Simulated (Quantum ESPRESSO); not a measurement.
## Several settings converged on VMo (Cmm2, 2 atoms in the cell)

```
VMo
1.0
    1.52959     2.21291     0.00000
   -1.52959     2.21291     0.00000
    0.00000     0.00000     4.20786
V Mo
1 1
Direct
  0.50000   0.50000   0.48812
  0.00000   0.00000   0.00000
```

Base method: LDA (PZ), GBRV 1.5 ultrasoft (LDA) pseudopotentials (plane waves; Quantum ESPRESSO).

Base settings: ecutwfc = 50 Ry; ecutrho = 400 Ry; occupations = smearing; smearing = gaussian; degauss = 0.0073499 Ry; potentials = {V: v_lda_v1.4.uspp.F.UPF, Mo: mo_lda_v1.uspp.F.UPF}; K_POINTS = automatic 6 6 4 0 0 0; conv_thr = 1e-10 Ry.

The count of work is k-points × plane waves × bands × iterations; it is no time. Core times come from one kind of shared machine, to one figure; runs under 30 s give none.

**Shifted k-point meshes**

Only quantities that move along the ladder and can be compared are tabulated.

```tsv
K_POINTS	free energy less the last step's (meV/atom)	pressure (GPa)	largest difference of a force vector from the last step's (eV/Å)	count of work / last
automatic 2 2 2 1 1 1	725.96	8.56	0.187	0.0023
automatic 4 4 2 1 1 1	-13.54	-9.42	0.011	0.0059
automatic 5 5 3 1 1 1	-7.13	-7.15	0.029	0.019
automatic 7 7 4 1 1 1	11.86	-7.60	0.018	0.032
automatic 9 9 6 1 1 1	-6.89	-8.00	0.030	0.074
automatic 11 11 7 1 1 1	4.42	-7.52	0.013	0.14
automatic 23 23 14 1 1 1	0.00	-7.82	0.000	1.0
```

Coarsest K_POINTS that holds the forces within 0.02 eV/Å: not settled: the last two steps still differ by 0.013 eV/Å, over half the tolerance, so the ladder does not show it.

Coarsest K_POINTS that holds the pressure within 1 GPa of the last step, with all finer ones: automatic 5 5 3 1 1 1, at 0.019 of the last step's count of work; the step before is off by 1.6 GPa.

Coarsest K_POINTS that holds the free energy within 5 meV/atom: not settled: the last two steps still differ by 4.4 meV/atom, over half the tolerance, so the ladder does not show it.

**The k-point mesh at a smearing width of 0.3 eV**

In this ladder: degauss = 0.02205 Ry.

Only quantities that move along the ladder and can be compared are tabulated.

| K_POINTS | free energy less the last step's (meV/atom) | pressure (GPa) | largest difference of a force vector from the last step's (eV/Å) | count of work / last | core time / last (rough) |
|---|---|---|---|---|---|
| automatic 5 5 3 0 0 0 | 8.19 | -8.92 | 0.073 | 0.013 | – |
| automatic 6 6 4 0 0 0 | -1.47 | -7.41 | 0.024 | 0.029 | – |
| automatic 7 7 4 0 0 0 | -8.91 | -7.64 | 0.035 | 0.036 | – |
| automatic 10 10 6 0 0 0 | -2.80 | -7.43 | 0.003 | 0.091 | 0.1 |
| automatic 14 14 9 0 0 0 | -0.33 | -7.59 | 0.001 | 0.21 | 0.2 |
| automatic 21 21 13 0 0 0 | 0.04 | -7.50 | 0.000 | 0.63 | 0.6 |
| automatic 25 25 15 0 0 0 | 0.00 | -7.50 | 0.000 | 1.0 | 1 |

Coarsest K_POINTS that holds the forces within 0.01 eV/Å of the last step, with all finer ones: automatic 10 10 6 0 0 0, at 0.091 of the last step's count of work and about 0.1 of the last step's time; the step before is off by 0.035 eV/Å.

Coarsest K_POINTS that holds the pressure within 0.1 GPa of the last step, with all finer ones: automatic 10 10 6 0 0 0, at 0.091 of the last step's count of work and about 0.1 of the last step's time; the step before is off by 0.13 GPa.

Coarsest K_POINTS that holds the free energy within 0.5 meV/atom of the last step, with all finer ones: automatic 14 14 9 0 0 0, at 0.21 of the last step's count of work and about 0.2 of the last step's time; the step before is off by 2.8 meV/atom.

**The mesh under tetrahedron occupations**

In this ladder: occupations = tetrahedra_opt; smearing = default; degauss = default.

Only quantities that move along the ladder and can be compared are tabulated.

| K_POINTS | free energy less the last step's (meV/atom) | pressure (GPa) | largest difference of a force vector from the last step's (eV/Å) | count of work / last | core time / last (rough) |
|---|---|---|---|---|---|
| automatic 5 5 3 0 0 0 | 95.95 | -6.21 | 0.039 | 0.015 | – |
| automatic 7 7 4 0 0 0 | 50.76 | -6.76 | 0.046 | 0.041 | – |
| automatic 8 8 5 0 0 0 | 35.57 | -7.06 | 0.001 | 0.050 | – |
| automatic 13 13 8 0 0 0 | 8.22 | -7.69 | 0.013 | 0.19 | 0.2 |
| automatic 20 20 12 0 0 0 | 1.12 | -7.83 | 0.003 | 0.62 | 0.6 |
| automatic 24 24 15 0 0 0 | 0.00 | -7.85 | 0.000 | 1.0 | 1 |

Coarsest K_POINTS that holds the pressure within 0.1 GPa of the last step, with all finer ones: automatic 20 20 12 0 0 0; the step before is off by 0.16 GPa.

Coarsest K_POINTS that holds the forces within 0.01 eV/Å of the last step, with all finer ones: automatic 20 20 12 0 0 0; the step before is off by 0.013 eV/Å.

Coarsest K_POINTS that holds the free energy within 5 meV/atom of the last step, with all finer ones: automatic 20 20 12 0 0 0; the step before is off by 8.2 meV/atom.

On the base run: the starting cell comes from a database of computed structures (which also holds hypothetical and non-ambient phases and stackings), without a prior relaxation at this level. Its lattice was rescaled by up to half a per cent. One atom was moved a little off its site on purpose. Spin polarisation is off. In the base run, with a pressure of about -8 GPa the cell is away from its equilibrium volume at this level. Without a gap this mesh is coarse (it stands for a supercell whose shortest vector is 16 Å).
